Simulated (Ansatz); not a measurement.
Take PdGe in the rock salt structure (space group Fm-3m, No. 225; a = 5.166 Å; a hypothetical phase, not in the database extracts checked) as the base.

The other end (x = 1) is SnPd in the rock salt structure (space group Fm-3m, No. 225; a hypothetical phase, not in the database extracts checked): 20.70 Å³/atom, gap zero; this end may not be an ambient phase.

The values are results of r2SCAN (Ansatz, a program for electronic structure; PAW; 500 eV plane waves; no spin-orbit coupling), not measurements.

Sn replaces a fraction x of Ge; each row is one arrangement (x, atoms in the cell, starting space group or random), fully relaxed.

One change was made to it. Results:

```json
[
 {"quantity": "mixing energy (to 0.01 eV only: unlike meshes or grids) (against an end that may be hypothetical)", "base": "–", "after": "+0.01 eV/atom"},
 {"quantity": "deviation of the volume from the linear (Vegard-type) interpolation", "base": "–", "after": "+0.6 %"}
]
```

Which of these changes matches the shifts?
A. x(Sn) = 0.667, 6 atoms, P-3m1
B. x(Sn) = 0.75, 8 atoms, Cmmm
C. x(Sn) = 0.75, 8 atoms, I4/mmm
D. x(Sn) = 0.5, 4 atoms, R-3m
E. x(Sn) = 0.333, 6 atoms, Immm

C, x(Sn) = 0.75, 8 atoms, I4/mmm. For comparison, the mixing energy in the other runs: x(Sn) = 0.75, 8 atoms, Cmmm gives -0.04 eV/atom; x(Sn) = 0.333, 6 atoms, Immm gives -0.04 eV/atom; x(Sn) = 0.667, 6 atoms, P-3m1 gives -0.07 eV/atom; x(Sn) = 0.5, 4 atoms, R-3m gives -0.09 eV/atom.

These are small ordered cells, not random alloys; other orderings at the same x differ. No phonon test of stability was made. The final runs are not spin-polarised. Under x(Sn) = 0.75, 8 atoms, Cmmm, x(Sn) = 0.333, 6 atoms, Immm and x(Sn) = 0.667, 6 atoms, P-3m1 and more the cell changed shape so far that it is another structure.
